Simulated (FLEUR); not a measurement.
# Equation of state of rock-salt BaTe (space group 225): energy against volume (FLEUR, PBE)

```yaml
crystal:
  lattice:
    - [0.00000, 3.43777, 3.43777]
    - [3.43777, 0.00000, 3.43777]
    - [3.43777, 3.43777, 0.00000]
  atoms:
    - { symbol: Ba, position: [0.00000, 0.00000, 0.00000] }
    - { symbol: Te, position: [0.50000, 0.50000, 0.50000] }
```

Method: PBE, all-electron FLAPW (FLEUR), scalar-relativistic valence (FLEUR). Settings: Kmax = 4.33 1/bohr; GmaxXC = 17.3 1/bohr; xcFunctional = pbe; jspins = 1; l_soc = F; mode = hist; fermiSmearingEnergy = 0.00036749 Htr; mesh (inpgen div1-3) = 8 8 8; inpgen gamma flag = true; Gmax = 17.3 1/bohr; numbands = 0; maxIterBroyd = 25; imix = Anderson; alpha = 0.05; precondParam = 0; minDistance = 1e-05 me/bohr^3. The cell above is the first row's. The rows scale it uniformly. In all rows fractional positions and the k mesh are held. E is the free energy at the stated smearing, counted from the lowest row.

```
V (Å^3/atom)  E (meV/atom)
------------  ------------
40.628                   ?
41.512               15.41
42.395                6.51
43.278                1.50
44.161                0.00
45.044                1.64
45.928                6.12
46.811               13.12
47.694               22.40
```

**Question.** Fit E against V with the third-order Birch-Murnaghan form, a cubic in V^(-2/3), and predict the withheld value at V = 40.628.

**Answer.** With u = V^(-2/3) - 0.0796, the rows have u = 0.0038099, 0.0026477, 0.0015251, 0.0004401, -0.0006094, -0.0016263, -0.0026099, -0.0035631. Least squares gives E = 0.321 - 1333.0·u + 1376921·u² + 3318137·u³. Residuals (row less fit): -0.002, 0.004, -0.002, -0.001, -0.004, 0.004, 0.000, -0.001; standard error 0.004 (degrees of freedom: 4). Its minimum lies at u = 0.0004832, so V0 = (0.0800832)^(-3/2) = 44.13. There d²E/du² = 2763000 and d³E/du³ = 1.991e7, so B0 = (4/9) × 44.13^(-7/3) × 2763000 × 0.160218 = 28.6 GPa (the last factor turns the table's units into GPa), and B0' = 4 + (2/3) × 0.0800832 × (1.991e7)/2763000 = 4.4. At the withheld row, u = 0.0050155, so E = 0.321 - 1333.0 × 0.0050155 + 1376921 × 0.0050155² + 3318137 × 0.0050155³ = 28.691 meV/atom. The calculation gives 28.67 meV/atom, 0.021 meV/atom below the prediction (0.1 % of the range of E in the table). The row lies outside the fitted rows, so this is an extrapolation. From the scatter of the fitted rows alone, a prediction at this place has a standard error of 0.012 meV/atom, so the miss is 1.8 times that.

Carrying the step between the two nearest rows on in a straight line would have given 24.32, off by 4.35; series whose last step already gives the withheld value aren't shown. The scan was laid around a cell of about the measured size, scaled by a guess for this functional. The runs keep the symmetry of the cell, so they don't test it for distortions. Values depend on the basis (sphere radii, cutoffs, local orbitals), which need not be converged. Spin-orbit coupling is off. Cutoffs and mesh are single choices, not tested for convergence of this quantity. Series with a scatter that would blur these digits, or in which a gap closes, are not shown. Nor are scans whose minimum lies at an end fitted in this form.
